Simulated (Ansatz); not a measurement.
System: SiO₂ (P4₁2₁2, No. 92). Method: PBE0 (plane waves, PAW; Ansatz, a first-principles code).

Run with plane-wave cutoff 500 eV, 4×4×4 k mesh, gaussian smearing 0.02 eV, scalar-relativistic PAW data made under PBE.

Cell (relaxed with r²SCAN):

```cif
data_O8Si4
_chemical_formula_sum 'Si4 O8'
_space_group_name_H-M_alt 'P41212'
_space_group_IT_number 92
_space_group_name_Hall 'P 4abw 2nw'
_cell_length_a 4.98240
_cell_length_b 4.98240
_cell_length_c 6.92102
_cell_angle_alpha 90.000
_cell_angle_beta 90.000
_cell_angle_gamma 90.000
loop_
_atom_site_label
_atom_site_type_symbol
_atom_site_symmetry_multiplicity
_atom_site_Wyckoff_symbol
_atom_site_fract_x
_atom_site_fract_y
_atom_site_fract_z
_atom_site_occupancy
Si1 Si 4 a 0.30210 0.30210 0.00000 1
O1 O 8 b 0.23831 0.10857 0.18110 1
```

Task: Give the computed band gap.

Result: 
band gap: 8.28 eV (on the SCF k mesh)

Note: cell and atoms aren't relaxed at this level (largest force component 0.05 eV/Å).

Static lattice: no zero-point or thermal effects.
